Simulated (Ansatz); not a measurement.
## What biaxial strain +3.44 %, plane normal [001], relaxed out of plane does to hypothetical P6_3/mmc SnS2

The parent structure is SnS2 in the 2H-MoS2 type structure (space group P6_3/mmc, No. 194; a = 3.589 Å, c = 11.889 Å; a hypothetical phase, not in the database extracts checked; layered, stacked along the Cartesian z axis). Axes: x lies along a and z along c of the hexagonal cell.

Now apply this change: tensile biaxial strain of 3.44 % in the plane normal to [001], as in epitaxy on a mismatched substrate; the out-of-plane cell vector and the atoms relax.

Level of theory: plane-wave PAW DFT at the PBE-D3(BJ) level (Ansatz, a first-principles code, 420 eV), no spin-orbit coupling, earlier PAW set. k-mesh 15×15×4 (Γ-centred); smearing 0.05 eV (Fermi–Dirac).

```json
[
 {"quantity": "volume per atom", "base": "22.10 Å³", "changed": "22.51 Å³", "shift": "+0.404 Å³"},
 {"quantity": "space group", "base": "P6_3/mmc (No. 194)", "changed": "P6_3/mmc (No. 194)", "shift": "–"},
 {"quantity": "shortest interatomic distance", "base": "4.962 bohr", "changed": "5.058 bohr", "shift": "+0.096 bohr"},
 {"quantity": "pressure (mean of the normal stresses, compression positive)", "base": "0.0 GPa", "changed": "-2.9 GPa", "shift": "-2.9 GPa"},
 {"quantity": "band gap", "base": "zero", "changed": "zero", "shift": "–"},
 {"quantity": "out-of-plane strain (rough)", "base": "–", "changed": "-4.83 %", "shift": "–"},
 {"quantity": "mean in-plane stress (compression positive) (rough)", "base": "–", "changed": "-4.3 GPa", "shift": "–"}
]
```

Final structure (turned so that z lies along the plane normal):

```
SnS2
1.0
    3.71222     0.00000     0.00000
    1.85611     3.21488     0.00000
    0.00000     0.00000    11.31452
Sn S
2 4
Direct
  0.33333   0.33333   0.25000
  0.66667   0.66667   0.75000
  0.33333   0.33333   0.60829
  0.66667   0.66667   0.10829
  0.66667   0.66667   0.39171
  0.33333   0.33333   0.89171
```

Cost of the whole job for the changed cell (relaxation, final SCF and bands): very roughly 2.0 core-minutes.

Without a gap, meshes like the base's 15×15×4 leave anisotropic stresses uncertain by several tenths of a GPa, and small strain energies with them. Stability against distortions was not tested. All final runs are without spin polarisation. The zero or small gap of SnS2 can change with the level of theory.
